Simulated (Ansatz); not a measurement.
## Response to strain in W

Take W in the bcc (W type) structure (space group Im-3m, No. 229; relaxed with 0.1 eV smearing) as the base.

```yaml
crystal:
  lattice:
    - [-1.58442, 1.58442, 1.58442]
    - [1.58442, -1.58442, 1.58442]
    - [1.58442, 1.58442, -1.58442]
  atoms:
    - { symbol: W, position: [0.00000, 0.00000, 0.00000] }
```

Cartesian axes are those of the cell as printed.

Strains are applied to the cell and any free atomic positions relax; under biaxial strain the out-of-plane vector relaxes too.

Method: r2SCAN, PAW, 500 eV (Ansatz, a program for electronic structure; no spin-orbit coupling).

Notes on the quantities. energy relative to the base: free energy F; pressure: mean of the normal stresses, compression positive.

```csv
change,shortest interatomic distance,energy relative to the base,space group,pressure
base,2.744 Å,0 meV/atom,Im-3m (No. 229),0.0 GPa
"biaxial strain −0.99 %, plane normal [001], relaxed out of plane",2.733 Å,+6.0 meV/atom,I4/mmm (No. 139),4.1 GPa
"biaxial strain −0.57 %, plane normal [110], relaxed out of plane",2.729 Å,+1.9 meV/atom,Fmmm (No. 69),2.2 GPa
"biaxial strain +0.14 %, plane normal [110], relaxed out of plane",2.743 Å,+0.1 meV/atom,Fmmm (No. 69),-0.5 GPa
"biaxial strain +0.31 %, plane normal [110], relaxed out of plane",2.743 Å,+0.5 meV/atom,Fmmm (No. 69),-1.2 GPa
"biaxial strain −3.36 %, plane normal [111], relaxed out of plane",(withheld),(withheld),R-3m (No. 166),(withheld)
isotropic strain −3.46 %,2.649 Å,+190 meV/atom,Im-3m (No. 229),41.8 GPa
isotropic strain +2.55 %,2.814 Å,+86 meV/atom,Im-3m (No. 229),-20.6 GPa
uniaxial strain ε_xx = −0.73 %,2.738 Å,+1.5 meV/atom,I4/mmm (No. 139),2.4 GPa
uniaxial strain ε_zz = +0.76 %,2.751 Å,+1.5 meV/atom,I4/mmm (No. 139),-2.4 GPa
```

**Question.** Some entries are withheld; estimate them.

**Answer.** 
- biaxial strain −3.36 %, plane normal [111], relaxed out of plane, shortest interatomic distance: 2.673 Å
- biaxial strain −3.36 %, plane normal [111], relaxed out of plane, energy relative to the base: +65 meV/atom
- biaxial strain −3.36 %, plane normal [111], relaxed out of plane, pressure: 13.3 GPa

No phonon test of stability was made. All final runs are without spin polarisation.
